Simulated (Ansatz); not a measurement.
**CrO$_{2}$ in the rutile structure (space group P4_2/mnm, No. 136; ferromagnetic)**

```cif
data_Cr2O4
_chemical_formula_sum 'Cr2 O4'
_space_group_name_H-M_alt 'P 1'
_space_group_IT_number 1
_cell_length_a 4.39243
_cell_length_b 4.39243
_cell_length_c 2.88752
_cell_angle_alpha 90.000
_cell_angle_beta 90.000
_cell_angle_gamma 90.000
loop_
_space_group_symop_operation_xyz
  'x, y, z'
loop_
_atom_site_label
_atom_site_type_symbol
_atom_site_fract_x
_atom_site_fract_y
_atom_site_fract_z
_atom_site_occupancy
Cr1 Cr 0.00000 0.00000 0.00000 1
Cr2 Cr 0.50000 0.50000 0.50000 1
O1 O 0.30330 0.30330 0.00000 1
O2 O 0.80330 0.19670 0.50000 1
O3 O 0.19670 0.80330 0.50000 1
O4 O 0.69670 0.69670 0.00000 1
```

Level of theory: Ansatz (a quantum-chemistry and plane-wave program) PBEsol, without spin-orbit coupling. Γ-centred 11×11×16 mesh, Fermi–Dirac width 0.05 eV.

| Property | Result |
|---|---|
| Volume per atom | 9.29 Å³ |
| Density | 5.01 g/cm³ |
| Band gap | zero |
| Magnetic state | ferromagnetic |
| Total energy | -1490.559 eV/atom (σ→0; compares only within this code and set-up) |

Whether these cells are dynamically stable was not tested. No Hubbard U is applied and the magnetic state is the run's own (CrO2 ferromagnetic); small cells can't hold the antiferromagnetic order that many such compounds have, so gaps and moments can be off.
